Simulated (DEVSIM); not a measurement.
# abrupt Si n-p junction

Device: abrupt Si n-p junction, at 300 K.

| layer (left to right) | material | thickness (μm) | Nd (cm⁻³) | Na (cm⁻³) | τn (s) | τp (s) |
|---|---|---|---|---|---|---|
| 1 | Si | 4.70 | 4.3e17 | - | 3.5e-5 | 3.5e-5 |
| 2 | Si | 0.760 | - | 7.7e14 | 3.5e-5 | 3.5e-5 |

Left contact: ohmic. Right contact: ohmic. Voltage is applied to the left contact. Recombination: SRH at mid-gap. Mobility is μmin + (μ − μmin)/(1 + (N/Nref)^α).

This is a model device: material constants are rounded textbook-type values typed into the input, and sizes, dopings and lifetimes were drawn at random. Values at 300 K.

```
parameter           Si
-------------  -------
gap (eV)         1.124
affinity (eV)     4.05
permittivity      11.7
Nc (cm⁻³)      2.86e19
Nv (cm⁻³)       3.1e19
μn (cm²/Vs)       1417
μp (cm²/Vs)        470
μn,min              52
μp,min              45
Nref,n          9.7e16
Nref,p          2.2e17
αn                0.68
αp                0.72
```

Model (solved in DEVSIM): 1D drift-diffusion, Boltzmann statistics, complete ionisation; no tunnelling, impact ionisation, image-force lowering or self-heating.

```json
{
 "potential_step_across_the_device_at_zero_bias": "0.741 V",
 "largest_field_in_the_device_at_zero_bias": "37000 V/cm",
 "Dark forward voltage at 1 A/cm²": "0.445 V",
 "Dark forward voltage at 100 A/cm²": "0.598 V"
}
```

Small-signal capacitance in reverse bias (quasi-static):

```tsv
V (V)	C (nF/cm²)
0.2	14.0
0.5	13.8
1	13.7
1.5	13.6
2	13.6
3	13.5
4	13.5
5	13.4
6.5	13.4
8	13.3
10	13.3
```

Dark forward current:

```csv
V (V),J (A/cm²)
-0.05,-9.1e-7
-0.10,-6.3e-6
-0.15,-3.8e-5
-0.20,-0.00023
-0.30,-0.0074
-0.35,-0.041
-0.40,-0.22
-0.45,-1.2
-0.50,-5.9
-0.55,-27
-0.65,-340
-0.70,-850
-0.75,-1800
-0.80,-3100
```
